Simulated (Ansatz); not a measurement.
Partial pair distribution functions of a relaxed model of amorphous IGZO (In$_{9}$Ga$_{9}$Zn$_{9}$O$_{37}$), broadened by 0.06 Å; density 5.84 g/cm³. These are PBE, scalar-relativistic without spin-orbit coupling (plane waves to 420 eV, PAW; Ansatz, an electronic-structure program) values and carry that method's errors. The usual formal charges leave 2 holes over, so the level spacing at the Fermi energy parts defect or band states and needn't be the band gap.

A CHGNet melt-quench gave the starting glass, which DFT then relaxed. O atoms were pushed apart under 1.9 Å during the dynamics, to hinder bonds among them. The hot cell started wider than the set density and was brought back towards it in steps. It is the lowest in DFT energy of 2 quenches. It is a model cell: composition and starting density were chosen by hand, and all elements were melted together. No dispersion term was used. Its density started from a set value of 5.84 and ended at 5.84 g/cm³. The quench (nominally 260 K/ps over its main leg) was far faster than any real one, so the model tends to hold more defects than a real film. Values belong to this one cell and scatter from quench to quench. The volume was held where the preparation left it and the shape relaxed, at a PBE pressure of 1.4 GPa. Stress components on the final sampling reach 1.4 GPa.

```tsv
r (Å)	g In-O	g Ga-O	g In-In	g Ga-Ga
1.60	0.00	0.01	0.00	0.00
1.70	0.00	0.60	0.00	0.00
1.80	0.00	5.46	0.00	0.00
1.90	0.08	9.14	0.00	0.00
2.00	1.48	4.02	0.00	0.00
2.10	5.43	0.84	0.00	0.00
2.20	7.56	0.25	0.00	0.00
2.30	3.90	0.21	0.00	0.00
2.40	1.38	0.12	0.00	0.00
2.50	0.53	0.00	0.00	0.00
2.60	0.22	0.03	0.00	0.00
2.70	0.05	0.30	0.00	0.00
2.80	0.00	0.22	0.00	0.00
2.90	0.01	0.16	0.00	0.00
3.00	0.16	0.09	0.00	0.13
3.10	0.40	0.17	0.00	1.61
3.20	0.39	0.19	0.00	1.78
3.30	0.27	0.59	0.33	1.56
3.40	0.33	1.05	3.72	2.71
3.50	0.54	0.79	5.27	4.29
3.60	0.67	1.23	3.01	2.63
3.70	0.57	1.82	3.03	1.43
3.80	0.65	1.49	3.17	0.63
3.90	0.96	1.22	3.29	0.72
4.00	1.35	0.85	1.45	1.25
4.10	1.47	1.06	0.39	1.16
4.20	1.35	1.27	0.02	1.50
4.30	1.24	1.64	0.14	0.56
4.40	1.31	2.09	0.55	0.37
4.50	1.44	1.39	0.13	0.50
4.60	1.23	1.12	0.01	0.85
```

Within 2.74 Å each In has 5.78 O neighbours on average.
